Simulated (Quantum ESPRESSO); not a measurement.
Quantum ESPRESSO run on Ca (Fm-3m, 1 atom in the cell): self-consistent single point.

Method of the run: PBE, SSSP 1.1.2 precision (PBE) pseudopotentials (plane waves; Quantum ESPRESSO).

The change in words: lattice scaled by 1.015. Reference geometry:
```
CELL_PARAMETERS angstrom
     -2.83330     0.00000     2.83330
      0.00000     2.83330     2.83330
     -2.83330     2.83330     0.00000
ATOMIC_POSITIONS crystal
  Ca 0.00000 0.00000 0.00000
```

Reference input (self-consistent single point, DFT, PBE, plane waves, SSSP 1.1.2 precision (PBE) pseudopotentials): ecutwfc = 50 Ry; ecutrho = 400 Ry; occupations = smearing; smearing = gaussian; degauss = 0.019992 Ry; potentials = {Ca: Ca_pbe_v1.uspp.F.UPF}; K_POINTS = automatic 10 10 10 0 0 0; conv_thr = 1e-09 Ry; mixing_beta = 0.3. This run's input differs from it in these lines:

```diff
@@ -11,3 +11,3 @@
    ibrav = 2
-   celldm(1) = 10.708333396
+   celldm(1) = 10.868960117
    nat = 1
```

Output (repeated stretches shortened):

```
     Self-consistent Calculation

     iteration #  1     ecut=    50.00 Ry     beta= 0.30

---- Real-time Memory Report at c_bands before calling an iterative solver
           183 MiB given to the printing process from OS
            39 MiB allocation reported by mallinfo(arena+hblkhd)
------------------

     Threshold (ethr) on eigenvalues was too large:
     Diagonalizing with lowered threshold

---- Real-time Memory Report at c_bands before calling an iterative solver
           198 MiB given to the printing process from OS
            50 MiB allocation reported by mallinfo(arena+hblkhd)
------------------

   [... lines left out ...]

---- Real-time Memory Report at c_bands before calling an iterative solver
           208 MiB given to the printing process from OS
            60 MiB allocation reported by mallinfo(arena+hblkhd)
------------------

     total energy              =     -74.92456817 Ry
     estimated scf accuracy    <          2.8E-09 Ry

     iteration #  8     ecut=    50.00 Ry     beta= 0.30

---- Real-time Memory Report at c_bands before calling an iterative solver
           208 MiB given to the printing process from OS
            60 MiB allocation reported by mallinfo(arena+hblkhd)
------------------
     End of self-consistent calculation

     the Fermi energy is     4.2153 ev

!    total energy              =     -74.92456818 Ry
     estimated scf accuracy    <          4.0E-10 Ry
     smearing contrib. (-TS)   =      -0.00337323 Ry
     internal energy E=F+TS    =     -74.92119495 Ry

     convergence has been achieved in   8 iterations

     Forces acting on atoms (cartesian axes, Ry/au):

     atom    1 type  1   force =     0.00000000    0.00000000    0.00000000

     Total force =     0.000000     Total SCF correction =     0.000000

          total   stress  (Ry/bohr**3)                   (kbar)     P=      -17.09
  -0.00011615  -0.00000000  -0.00000000          -17.09       -0.00       -0.00
  -0.00000000  -0.00011615   0.00000000           -0.00      -17.09        0.00
  -0.00000000   0.00000000  -0.00011615           -0.00        0.00      -17.09

   JOB DONE.
```

The run converged in 8 iterations. Against the reference run the free energy goes up by 18.6 meV/atom and the pressure goes from -1.16 to -1.71 GPa.

The starting cell comes from a database of computed structures (which also holds hypothetical and non-ambient phases and stackings), without a prior relaxation at this level. Its lattice was rescaled by a random factor within 2.5 % of one. For this run, on top of that: lattice scaled by 1.015.
